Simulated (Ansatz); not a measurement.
A computed series for hypothetical Im-3m C: response to strain

Base system: C (space group Im-3m, No. 229; a = 4.362 Å; a hypothetical phase, not in the database extracts checked). Axes: x, y, z lie along the cube axes.

Strains are applied to the cell and any free atomic positions relax; under biaxial strain the out-of-plane vector relaxes too; under stress the whole cell relaxes.

Levels (all Ansatz, a quantum-chemistry and plane-wave program, PAW): PBEsol (420 eV, without spin-orbit coupling); r2SCAN (500 eV, without spin-orbit coupling); HSE06 (420 eV, spin-orbit coupling left out).

Band gaps by level, all at the geometries relaxed with PBEsol:

```tsv
case	PBEsol	r2SCAN	HSE06
base	2.45 eV	2.54 eV	3.64 eV
biaxial strain +0.98 %, plane normal [110], relaxed out of plane	2.36 eV	2.45 eV	3.56 eV
uniaxial strain ε_xx = −4.36 %	1.58 eV	1.61 eV	2.72 eV
uniaxial stress, 8 GPa compression along x	2.24 eV	2.31 eV	3.42 eV
uniaxial stress, 2 GPa compression along z	2.39 eV	2.48 eV	3.59 eV
```

Single points use the geometry relaxed with PBEsol. HSE06 was sampled on its mesh, a few special points and the semilocal edge points, so its gap is an upper bound. Beyond what the load breaks, stability against distortions was not tested.
